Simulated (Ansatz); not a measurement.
**Ba₂ZnTe₃ (Pnma, No. 62; cell taken from a computed entry)**

These are HSE06 (plane waves, PAW; Ansatz, a first-principles code) values and carry that method's errors.

Settings: plane-wave cutoff 460 eV, 4×6×2 k mesh (along the axes of the cell as run), Fermi–Dirac smearing 0.01 eV, scalar-relativistic PAW data made under PBE.

Cell (relaxed with PBEsol):

```cif
data_Ba8Te12Zn4
_chemical_formula_sum 'Ba8 Zn4 Te12'
_space_group_name_H-M_alt 'P 1'
_space_group_IT_number 1
_cell_length_a 9.60194
_cell_length_b 4.62603
_cell_length_c 18.67849
_cell_angle_alpha 90.000
_cell_angle_beta 90.000
_cell_angle_gamma 90.000
loop_
_space_group_symop_operation_xyz
  'x, y, z'
loop_
_atom_site_label
_atom_site_type_symbol
_atom_site_fract_x
_atom_site_fract_y
_atom_site_fract_z
_atom_site_occupancy
Ba1 Ba 0.74437 0.25000 0.04262 1
Ba2 Ba 0.25563 0.75000 0.95738 1
Ba3 Ba 0.75563 0.75000 0.54262 1
Ba4 Ba 0.24437 0.25000 0.45738 1
Ba5 Ba 0.91645 0.25000 0.78920 1
Ba6 Ba 0.08355 0.75000 0.21080 1
Ba7 Ba 0.58355 0.75000 0.28920 1
Ba8 Ba 0.41645 0.25000 0.71080 1
Zn1 Zn 0.85887 0.25000 0.36348 1
Zn2 Zn 0.14113 0.75000 0.63652 1
Zn3 Zn 0.64113 0.75000 0.86348 1
Zn4 Zn 0.35887 0.25000 0.13652 1
Te1 Te 0.50509 0.25000 0.89780 1
Te2 Te 0.49491 0.75000 0.10220 1
Te3 Te 0.99491 0.75000 0.39780 1
Te4 Te 0.00509 0.25000 0.60220 1
Te5 Te 0.61793 0.25000 0.43083 1
Te6 Te 0.38207 0.75000 0.56917 1
Te7 Te 0.88207 0.75000 0.93083 1
Te8 Te 0.11793 0.25000 0.06917 1
Te9 Te 0.81644 0.25000 0.22370 1
Te10 Te 0.18356 0.75000 0.77630 1
Te11 Te 0.68356 0.75000 0.72370 1
Te12 Te 0.31644 0.25000 0.27630 1
```

* **band gap**: 1.94 eV (on the SCF k mesh)

Note: cell and atoms aren't relaxed at this level (largest force component 0.04 eV/Å, pressure 1.8 GPa).

Spin–orbit coupling is not included; with these elements it can move the gap by several tenths of an eV or more.

Static lattice: no zero-point or thermal effects.

It cost roughly 6 core-hours of CPU time.
